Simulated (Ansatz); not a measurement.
**Si (Fd-3m): band-edge transport data**

Data:

```xyz
2
Lattice="0.0000 2.7169 2.7169 2.7169 0.0000 2.7169 2.7169 2.7169 0.0000" Properties=species:S:1:pos:R:3 pbc="T T T"
Si     1.3585     1.3585     1.3585
Si     0.0000     0.0000     0.0000
```

Calculation: HSE06 with spin-orbit coupling, rigid bands (plane waves, PAW; Ansatz, a program for electronic structure). How the cell was made: cell and atoms relaxed with PBEsol.

```
Property                                                                                                                                                       Result
---------------------------------------------------------------------------------------------------------------------------------------  ----------------------------
band gap                                                                                                                                                      1.12 eV
electron conductivity mass (300 K, dilute)                                                                                                                    0.27 mₑ
hole conductivity mass (300 K, dilute)                                                                                                                        0.36 mₑ
effective density of states N_c (300 K)                                                                                                                   2.8e19 cm⁻³
effective density of states N_v (300 K)                                                                                                                   2.1e19 cm⁻³
density-of-states mass, electrons                                                                                                                             1.07 mₑ
density-of-states mass, holes                                                                                                                                 0.87 mₑ
Seebeck coefficient, n-type 1e19 cm⁻³, 300 K                                                                                                                -304 μV/K
best n-type power factor at 300 K for τ = 10 fs (best axis; densities from 1e16 to 1e21 cm⁻³ tried, whether or not they can be reached)  16.3 μW/(cm·K²) at 1e20 cm⁻³
Seebeck coefficient, p-type 1e19 cm⁻³, 300 K                                                                                                                 312 μV/K
best p-type power factor at 300 K for τ = 10 fs (best axis; densities from 1e16 to 1e21 cm⁻³ tried, whether or not they can be reached)  15.3 μW/(cm·K²) at 1e20 cm⁻³
```

Rigid bands; masses and Seebeck coefficients take one relaxation time τ for all states and one kind of carrier; polarons and phonon drag are left out. Geometry: cell and atoms relaxed with PBEsol.
